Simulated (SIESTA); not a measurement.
Band structure of InAs (F-43m, 2 atoms in the cell).

```
CELL_PARAMETERS angstrom
      0.00000     3.03000     3.03000
      3.03000     0.00000     3.03000
      3.03000     3.03000     0.00000
ATOMIC_POSITIONS crystal
  In 0.00000 0.00000 0.00000
  As 0.25000 0.25000 0.25000
```

Method of the run: GGA PBE, numerical atomic orbitals DZP, PseudoDojo PBE standard norm-conserving potentials (rewritten from UPF to PSML) in SIESTA.

Settings: XC.functional = GGA; XC.authors = PBE; potentials = PseudoDojo PBE standard; PAO.BasisSize = DZP; PAO.EnergyShift = 0.01 Ry; MeshCutoff = 350 Ry; kgrid.MonkhorstPack = 9 9 9; OccupationFunction = FD; ElectronicTemperature = 580.23 K; MaxSCFIterations = 150; SCF.Mixer.Method = Broyden; SCF.Mixer.Weight = 0.25; SCF.Mixer.History = 8; SCF.DM.Tolerance = 1.0E-04.

The starting cell has typed, rounded lattice constants, without a prior relaxation at this level. Values carry the incompleteness of an atom-centred basis. The run gives no clean gap (levels at the Fermi energy touch, overlap or are partly filled at this smearing), which alone does not show that the compound is a metal.

Levels in eV from the Fermi level, bands 11 to 16:
| point | 11 | 12 | 13 | 14 | 15 | 16 |
|---|---|---|---|---|---|---|
| Γ | -11.88 | -0.13 | -0.06 | -0.06 | -0.06 | 4.15 |
| X | -9.93 | -5.92 | -2.41 | -2.41 | 1.59 | 2.22 |
| W | -9.88 | -5.78 | -3.04 | -2.94 | 4.29 | 4.41 |
| K | -9.95 | -5.78 | -3.36 | -2.03 | 2.22 | 4.38 |
| L | -10.46 | -5.87 | -1.06 | -1.06 | 1.01 | 4.95 |
| U | -9.95 | -5.78 | -3.36 | -2.03 | 2.22 | 4.38 |

Bands cross the Fermi level along this path, so the cell is metallic at this level.

Higher empty bands are left out: an atom-centred basis made for the valence describes them poorly.
